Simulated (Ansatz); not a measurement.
HgS: Hg → Au

Start from HgS (space group P3_221, No. 154; a = 4.139 Å, c = 9.408 Å; made of chains).

Now apply this change: full substitution Hg → Au, then cell and atoms are relaxed.

All numbers come from PBEsol (Ansatz, a first-principles code), no spin-orbit coupling. Settings: 14×14×5 k-points, 0.05 eV Fermi–Dirac smearing, for the changed cell.

* **Density**: 10.60 g/cm³ (base 8.31 g/cm³)
* **Lattice parameter a**: 3.709 Å (base 4.139 Å)
* **c/a ratio**: 2.437 (base 2.273)
* **Space group**: P3_221 (No. 154) (base P3_221 (No. 154))
* **Shortest interatomic distance**: 2.403 Å (base 2.387 Å)
* **Band gap**: zero (base 1.23 eV)

Cost of the whole job for the changed cell (relaxation, final SCF and bands): around 6 core-minutes (rough).

With Hg present, leaving out spin-orbit coupling can change the band edges. Whether these cells are dynamically stable was not tested. As relaxed here, AuS is a hypothetical phase, not in the database extracts checked. The final runs are not spin-polarised. An odd electron count without spin: AuS. No dispersion term is included in the PBEsol runs.
